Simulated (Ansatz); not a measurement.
An Ansatz (a first-principles code) run: Ti with a change (tensor shear ε_xz = +0.86 %); PBEsol (Ansatz), without spin-orbit coupling.

Input:

Ansatz 0.2 input:
```yaml
crystal:
  lattice:
    - [2.9016352803, 0, 0.0249540634]
    - [-1.4508176402, 2.5128898653, -0.0124770317]
    - [0.039499449, 0, 4.5929591804]
  atoms:
    - { symbol: Ti, position: [0.6666666667, 0.3333333333, 0.75] }
    - { symbol: Ti, position: [0.3333333333, 0.6666666667, 0.25] }
basis: { ecutwfc: 420, ecutrho_ratio: 4, xc_grid: 2, fft_grid_basis: typed }
kpoints: { mp_grid: { grid: [23, 23, 13] } }
hamiltonian:
  xc: pbesol
  dispersion: none
  pseudopotentials: { kind: paw }
scf: { occupations: { method: fermi_dirac, width: 0.1 }, convergence: { dr2_threshold: 0.0000000002 } }
relax: { f_tol: 0.005, max_steps: 50 }
output: { forces: true, stress: true }
checkpoint: { write: state.ck, write_every: 1000 }
```

Output (explanatory and most iteration lines left out):

```
Relaxation: its limit of steps is 50 (relax.max_steps)
Pseudopotential: Ti, paw, valence charge 12
Crystal: 2 atoms, lattice volume = 33.487 Å³
Basis set: ecut = 420 eV, 649 PW (Γ), exchange–correlation on 40×40×64 points (8 copies of the dense FFT grid, shifted against one another)
Bands: 16, of which v1, the nominal top of the filled ones, is band 12 counted from 1 (11 counted from 0)
Symmetry: 4 space group operations
Space group: C2/c (ITA 15), of the structure as read, at distance tolerance 3.2e-5 Å
k-points: 1800 of 6877
Functional: x = pbesol(κ = 0.804, μ = 0.12345679012345678), c = pbesol(β = 0.046)
SCF iter   1: F=—  HF=-4947.832249 eV  |F-HF|=—  |Δ(HF+E_count)|=         —  Δρ=7.77e-3  dr2=1.55e-2  ethr=1.77e-3  ⟨swp⟩=3.6  Hψ=116578  notcnv=0
SCF iter   2: F=—  HF=-4947.827740 eV  |F-HF|=—  |Δ(HF+E_count)|=   4.51e-3  Δρ=3.48e-3  dr2=3.23e-3  ethr=6.46e-5  ⟨swp⟩=2.2  Hψ=48982  notcnv=0
SCF 1 converged in 7 iterations: F = -4947.826824 eV  dr2 = 2.08e-12
relax step   1: F+E_penalty+E_count = -4947.82682402 eV  Δ(F+E_penalty+E_count) = +0.000e0 eV  max|allowed force component| = 4.260e-4 eV/Å  Δτ_max = 0.0000 Å  (7 SCF iters, accepted)
SCF converged after 7 iterations
Free energy (F): -4947.826824 eV
Internal energy: -4947.752537 eV  (E = F + TS)
E sigma→0 (E₀):  -4947.789680 eV
Entropy (-TS):   -0.074287 eV (-37.144 meV/atom)
Fermi energy:    13.816657 eV
--- Forces (eV/Å), atoms counted from 1 ---
  atom   1  Ti     0.00000000    -0.00042595     0.00000000
  atom   2  Ti    -0.00000000     0.00042595     0.00000000
--- Stress (GPa, compression-positive) ---
        0.013192       0.000000      -0.663666
        0.000000      -0.021451      -0.000000
       -0.663666      -0.000000       0.016343
  P = ⅓ Tr σ = 0.0027 GPa (0.027 kbar)
--- Relaxed structure (1 steps of the walk, 1 accepted, 0 SCFs on fresh bases) ---
  atoms:
    - { symbol: Ti, position: [0.66666666665, 0.3333333332999999, 0.7499999999999999] }
    - { symbol: Ti, position: [0.33333333334999987, 0.6666666666999999, 0.25] }
```

The cells carry an imposed strain or load. Stability against distortions was not tested. The final runs are not spin-polarised. The cell was made from Ti in the hcp (Mg type) structure (space group P6_3/mmc, No. 194) by this change: tensor shear ε_xz = +0.86 %.
